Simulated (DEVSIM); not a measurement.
System: Schottky contact on n-type Si, at 300 K.

Layer 1 from the left is Si, thickness (μm) 8.10, Nd (cm⁻³) 7.5e16, τn (s) 1.4e-6, τp (s) 1.4e-6. Layer 2 from the left is Si, thickness (μm) 2.60, Nd (cm⁻³) 1.3e18, τn (s) 1.4e-6, τp (s) 1.4e-6.

Left contact: Schottky, work function 4.78 eV, emission velocity 1.1e7 cm/s. Right contact: ohmic. Voltage is applied to the left contact. Recombination: SRH at mid-gap. Mobility is μmin + (μ − μmin)/(1 + (N/Nref)^α).

Constants are typed, rounded textbook-type inputs, not results; the design itself was drawn at random and stands for no fabricated device. Values at 300 K.

Si: gap (eV) 1.124, affinity (eV) 4.05, permittivity 11.7, Nc (cm⁻³) 2.86e19, Nv (cm⁻³) 3.1e19, μn (cm²/Vs) 1417, μp (cm²/Vs) 470, μn,min 52, μp,min 45, Nref,n 9.7e16, Nref,p 2.2e17, αn 0.68, αp 0.72.

Model (solved in DEVSIM): 1D drift-diffusion, Boltzmann statistics, complete ionisation; no tunnelling, impact ionisation, image-force lowering or self-heating. Metal contacts follow the ideal Schottky-Mott rule: no Fermi-level pinning, no interface dipoles.

Dark forward current:

```csv
|V| (V),|J| (A/cm²)
0.05,0.0001436
0.10,0.001130
0.15,0.007894
0.20,0.05421
0.25,0.3702
0.30,2.502
0.35,16.16
0.40,85.46
0.45,286.2
0.50,616.0
0.55,1022
0.60,1471
0.65,1944
0.70,2434
```

**Question.** Work out the local ideality factor n = ΔV / (kT/q · ln(J2/J1)) between the rows 0.15 and 0.20 V, 0.65 and 0.70 V.

**Answer.** kT/q = 25.85 mV. From 0.15 to 0.20 V: ln(0.05421/0.007894) = 1.927, n = 1.00, near the 1 of diffusion or emission over a barrier. From 0.65 to 0.70 V: ln(2434/1944) = 0.225, n = 8.60; the layers' resistance at their doping, Σ W/(qμN) = 9.0e-5 Ω cm², would take 44 mV of this step of 50 mV.

**Question.** Estimate the current at 0.25 V for emission alone, J0 = q v N_band exp(−φB/kT), and read the barrier back from the simulated current.

**Answer.** φB = 0.730 eV, N_band = 2.86e19 cm⁻³, J0 = 2.74e-5 A/cm²; J = J0 (exp(qV/kT) − 1) = 0.435 A/cm². The simulation gives 0.370 A/cm²; the estimate lies 17 % above. Read backwards, the simulated current gives an apparent barrier of 0.734 eV. The estimate leaves out transport through the depletion region and minority injection.
